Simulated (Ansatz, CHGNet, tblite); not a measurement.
Cubic perovskite KZnF3, elastic constant C44

Reference value: 38.1 GPa (measured, temperature not stated, not corrected to a static lattice; as tabulated in Vaitheeswaran et al. (2016), arXiv:1609.00541).

```csv
level (code),value (GPa),cell (Å³/atom)
GFN1-xTB (tblite),42.4,9.53
CHGNet 0.3.0,27.9,14.12
LDA (Ansatz),[?],12.54
PBE (Ansatz),[?],14.06
r²SCAN (Ansatz),36.9,13.25
HSE06 (Ansatz),35.8,13.57
PBE0 (Ansatz),35.8,13.55
```

### Question
Fill in the missing entries.

### Answer

- LDA (Ansatz, an electronic-structure program), value (GPa): 35.1
- PBE (Ansatz), value (GPa): 31.9

Differences against the reference: GFN1-xTB +11.3 %, CHGNet 0.3.0 -27 %, LDA -7.9 %, PBE -16.3 %, r²SCAN -3.1 %, HSE06 -6.0 %, PBE0 -6.0 %.

The reference's temperature isn't stated, so close values are not ranked against it. Off by more than 25 %, or 35 % on the side where a correction would as a rule narrow the miss (bounds picked here): CHGNet 0.3.0 (-27 %).

The measured value isn't corrected to a static lattice, so vibrations enter the comparison. A static lattice is as a rule stiffer than a warm one, by over a tenth in soft solids.  GFN1-xTB: the relaxed volume lies over a fifth from the starting cell. GFN1-xTB: the method was fitted mainly to molecules. GFN1-xTB: the run uses a supercell at the zone centre in place of a k mesh. Each level is taken at its own relaxed cell. Cutoffs differ between the levels. Ansatz's density-functional and Hartree–Fock values are scalar-relativistic unless marked +SOC, with PAW data made under PBE.

Machine-learned potentials (CHGNet 0.3.0) are trained on DFT data: a solid inside that data is no test of them.

Differences are worked out from the printed values.
